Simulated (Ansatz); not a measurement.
# A computed series for HfB2: response to strain

Start from HfB$_{2}$ (space group P6/mmm, No. 191; relaxed with 0.1 eV smearing).

```
HfB2
1.0
    3.14568     0.00000     0.00000
   -1.57284     2.72424     0.00000
    0.00000     0.00000     3.48634
Hf B
1 2
Direct
  0.00000   0.00000   0.00000
  0.66667   0.33333   0.50000
  0.33333   0.66667   0.50000
```

Cartesian axes are those of the cell as printed.

Strains are applied to the cell and any free atomic positions relax; under biaxial strain the out-of-plane vector relaxes too.

Method: PBE (Ansatz, a program for electronic structure; PAW; 420 eV plane waves; no spin-orbit coupling).

Candidates:
(a) biaxial strain +2.00 %, plane normal [001], relaxed out of plane
(b) biaxial strain +1.00 %, plane normal [001], relaxed out of plane
(c) biaxial strain +3.00 %, plane normal [001], relaxed out of plane

Task: Order them by out-of-plane strain, lowest first.

Result: (c) biaxial strain +3.00 %, plane normal [001], relaxed out of plane (-1.62 %), (a) biaxial strain +2.00 %, plane normal [001], relaxed out of plane (-1.08 %), (b) biaxial strain +1.00 %, plane normal [001], relaxed out of plane (-0.54 %)

No phonon test of stability was made. All final runs are without spin polarisation.
